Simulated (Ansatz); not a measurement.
## Nb in the bcc (W type) structure (space group Im-3m, No. 229)

```cif
data_Nb2
_chemical_formula_sum 'Nb2'
_space_group_name_H-M_alt 'Im-3m'
_space_group_IT_number 229
_space_group_name_Hall '-I 4 2 3'
_cell_length_a 3.24712
_cell_length_b 3.24712
_cell_length_c 3.24712
_cell_angle_alpha 90.000
_cell_angle_beta 90.000
_cell_angle_gamma 90.000
loop_
_atom_site_label
_atom_site_type_symbol
_atom_site_symmetry_multiplicity
_atom_site_Wyckoff_symbol
_atom_site_fract_x
_atom_site_fract_y
_atom_site_fract_z
_atom_site_occupancy
Nb1 Nb 2 a 0.00000 0.00000 0.00000 1
```
(The calculation used a cell of 1 atom; values per cell refer to that cell.)

Method: LDA, PAW, 420 eV (Ansatz, a quantum-chemistry and plane-wave program; no spin-orbit coupling). Γ-centred 20×20×20 mesh, Fermi–Dirac width 0.05 eV.

```yaml
volume_per_atom: 17.12 Å³
density: 9.01 g/cm³
band_gap: zero
total_energy: -4442.599 eV/atom (σ→0; compares only within this code and set-up)
```

Whether these cells are dynamically stable was not tested. The final runs are not spin-polarised.
